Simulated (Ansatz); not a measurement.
Base system: HfO2 in the CdI2 type structure (space group P-3m1, No. 164; a = 3.2085 Å, c = 4.5149 Å; a hypothetical phase, not in the database extracts checked; layered, stacked along the Cartesian z axis).

It is then changed as follows: a free-standing slab of 3 layers (9 atoms, 3 a layer) is cut normal to the stacking axis, with 15 Å of vacuum and the in-plane cell relaxed.

Levels (all Ansatz, a quantum-chemistry and plane-wave program, PAW): PBEsol-D3(BJ) (420 eV, spin-orbit coupling left out); PBEsol+SOC (420 eV, with spin-orbit coupling).

The geometry is relaxed with PBEsol-D3(BJ).

| Quantity | Value |
|---|---|
| PBEsol-D3(BJ) lowest conduction level above the VBM at special points | M 4.57 eV; K 4.67 eV; Γ 5.06 eV |
| PBEsol-D3(BJ) width of the top valence band | 0.61 eV |
| PBEsol-D3(BJ) smallest direct gap | 4.80 eV |

With PBEsol+SOC at the same geometry, the lowest conduction level above the VBM at special points changes from M 4.57 eV; K 4.67 eV; Γ 5.06 eV to M 4.57 eV; K 4.68 eV; Γ 5.04 eV; the width of the top valence band falls by 0.02 eV (0.61 eV → 0.59 eV); the smallest direct gap hardly moves (4.80 eV against 4.79 eV).

Single points use the geometry relaxed with PBEsol-D3(BJ). The spin-orbit shifts are approximate. Spin-orbit coupling, missing from the scalar runs, can matter with Hf. No phonon test of stability was made.
